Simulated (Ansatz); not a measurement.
A self-consistent single point of LaH₃ (I4mm, 4 atoms in the cell) with Ansatz (a program for electronic structure).

Method of the run: LDA (PW92), default PAW files made with PBE (plane waves; Ansatz).

```
CELL_PARAMETERS angstrom
     -1.86769     1.86769     3.04058
      1.86769    -1.86769     3.04058
      1.86769     1.86769    -3.04058
ATOMIC_POSITIONS crystal
  La 0.00822 0.00822 0.00000
  H  0.75000 0.25000 0.50000
  H  0.25000 0.75000 0.50000
  H  0.50000 0.50000 0.00000
```

Reference input (self-consistent single point, DFT, LDA (PW92), plane waves, default PAW files made with PBE): basis.ecutwfc = 420 eV; kpoints.mp_grid.grid = 9 9 9; hamiltonian.xc = lda; hamiltonian.pseudopotentials = {kind: paw} (the program's default PAW files); scf.occupations.method = fermi_dirac; scf.occupations.width = 0.02 eV. This run's input differs from it in these lines:

Ansatz 0.2 input:
```diff
@@ -11,3 +11,3 @@
 basis:
-  ecutwfc: 420.0
+  ecutwfc: 735.0
 kpoints:
```

The program printed (abridged):

```
SCF iter   1: F=—  HF=-6125.549283 eV  |F-HF|=—  |Δ(HF+E_count)|=         —  Δρ=1.27e-2  dr2=5.95e-2  ethr=1.77e-3  ⟨swp⟩=4.2  Hψ=4267  notcnv=0
all-band conjugate gradients solve this SCF's bands
preconditioner: auto → none
SCF iter   2: F=—  HF=-6125.531154 eV  |F-HF|=—  |Δ(HF+E_count)|=   1.81e-2  Δρ=2.85e-3  dr2=2.98e-3  ethr=4.25e-4  ⟨swp⟩=3.0  Hψ=2101  notcnv=0
   [... lines left out ...]
SCF iter   5: F=—  HF=-6125.530133 eV  |F-HF|=—  |Δ(HF+E_count)|=   2.92e-7  Δρ=1.92e-5  dr2=9.12e-8  ethr=3.79e-8  ⟨swp⟩=2.2  Hψ=1161  notcnv=0
SCF iter   6: F=-6125.530133 eV  HF=-6125.530133 eV  |F-HF|=3.40e-10  |Δ(HF+E_count)|=   1.02e-8  Δρ=3.32e-6  dr2=2.15e-9  ethr=6.52e-10  ⟨swp⟩=3.4  Hψ=3538  notcnv=0
the search or the solves at the SCF's close seem to have found levels that the self-consistency loop had missed (the run counts 1) …
SCF 1 converged in 6 iterations: F = -6125.530133 eV  dr2 = 2.15e-9
Free energy (F): -6125.530133 eV
Internal energy: -6125.530131 eV  (E = F + TS)
E sigma→0 (E₀):  -6125.530132 eV
Entropy (-TS):   -0.000002 eV (-0.001 meV/atom)
Fermi energy:    10.093776 eV
--- Forces (eV/Å), atoms counted from 1 ---
  atom   1  La     0.00000000     0.00000000    -0.15182509
  atom   2  H      0.00000000     0.00000000     0.09315210
  atom   3  H     -0.00000000     0.00000000     0.09315210
  atom   4  H      0.00000000    -0.00000000    -0.03447959
--- Stress (GPa, compression-positive) ---
       -2.710167       0.000000      -0.000000
        0.000000      -2.710167       0.000000
       -0.000000      -0.000000      -3.873045
  P = ⅓ Tr σ = -3.0978 GPa (-30.978 kbar)
  The stress holds the Pulay correction. Without it, at fixed plane waves, as pw.x and ABINIT print it: P = -3.1001 GPa
```

The run converged in 6 iterations. Against the reference run the free energy falls by 1.2 meV/atom, the pressure stays at -3.10 GPa, the largest force stays at 0.152 eV/Å and the gap on the mesh stays at 0.280 eV.

The starting cell comes from a database of computed structures (which also holds hypothetical and non-ambient phases and stackings), without a prior relaxation at this level. Its lattice was rescaled by up to half a per cent. One atom was moved a little off its site on purpose. Ansatz's pressure includes its estimate of the finite-basis (Pulay) stress.
